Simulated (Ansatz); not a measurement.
The starting structures come from a database of crystals and need not be the phases stable at ambient conditions.

The decay constant κ of evanescent states in the gap governs leakage through a thin film.

Here is the system:

```xyz
10
Lattice="5.7553 0.0000 0.0000 0.0000 11.1372 0.0000 0.0000 -5.5686 5.5691" Properties=species:S:1:pos:R:3 pbc="T T T"
Cs     2.8776     5.6515     0.0000
Cs     2.8776     0.0636     0.0000
Pb     0.0000     2.8645     2.7832
Pb     0.0000    -2.7041     2.7859
Cl     0.0000     0.0800     2.1250
Cl     0.0000     5.6486     3.4440
Cl     2.8776    -2.7018     2.7797
Cl     2.8776     2.8668     2.7893
Cl     0.0000     7.7818     0.0000
Cl     0.0000     3.5257     0.0000
```

Space group of this cell: Amm2. The cell is taken as given.

Transport runs along the normal of the first two printed cell vectors.

The gap is the functional's own. No spin-orbit coupling. Mid-gap values are interpolated on the energy grid.

Question: Give the band gap and the smallest decay constant κ at mid-gap that r2SCAN run with Ansatz (a quantum-chemistry and plane-wave program) yields.

Answer: Gap 2.66 eV on a 6×6×6 mesh; κ = 0.185 1/Å, at (0.500, 0.000) of the in-plane reciprocal vectors. At the zone centre, at the nearest computed energy, the slowest state has κ = 0.22 1/Å.
